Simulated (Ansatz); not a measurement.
The reference is CdS in the wurtzite structure (space group P6_3mc, No. 186; a = 4.196 Å, c = 6.830 Å).

Calculations: PBE in Ansatz (plane waves to 420 eV, PAW, spin-orbit coupling left out).

Before the change:

| Item | Value |
|---|---|
| Pressure | 0.00 GPa |
| Electron mass | 0.12 mₑ along c, 0.13 mₑ across (at Γ) |

The change: an isotropic linear strain of −2.40 %, atoms relaxed at fixed cell.

**Question.** Estimate the effect on the mean gap deformation potential ΔEg/Δln V, pressure and electron mass.

**Answer.** The mean gap deformation potential ΔEg/Δln V is -2.3 eV; the pressure (mean of the normal stresses, compression positive) goes from zero to 4.58 GPa; the electron mass changes from 0.12 mₑ along c, 0.13 mₑ across (at Γ) to 0.13 mₑ along c, 0.14 mₑ across (at Γ).

Masses are band curvatures over ±0.01 Å⁻¹ around the edge. Stability against distortions was not tested.

Ansatz is an electronic-structure program.
